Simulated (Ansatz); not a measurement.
# Cu under a change: pressure 2.1 GPa

Start from Cu in the fcc (Cu type) structure (space group Fm-3m, No. 225; a = 3.630 Å).

Modification: cell and atoms relaxed at a pressure of 2.1 GPa.

Method: Ansatz (a program for electronic structure) PBE, no spin-orbit coupling. Γ-centred 22×22×22 mesh, Fermi–Dirac width 0.05 eV.

The volume per atom decreases by 0.172 Å³, from 11.96 Å³ to 11.78 Å³ and the density goes up by 0.13 g/cm³ (8.83 g/cm³ → 8.96 g/cm³). The lattice parameter a falls by 0.0175 Å to 3.612 Å and the shortest interatomic distance falls by 0.0123 Å, from 2.567 Å to 2.554 Å. The enthalpy H = E + PV relative to the base's energy amounts to +0.16 eV/atom and the band gap remains zero.

Load acts through the strain it causes; cell and atoms are relaxed under it. No phonon test of stability was made. All final runs are without spin polarisation.
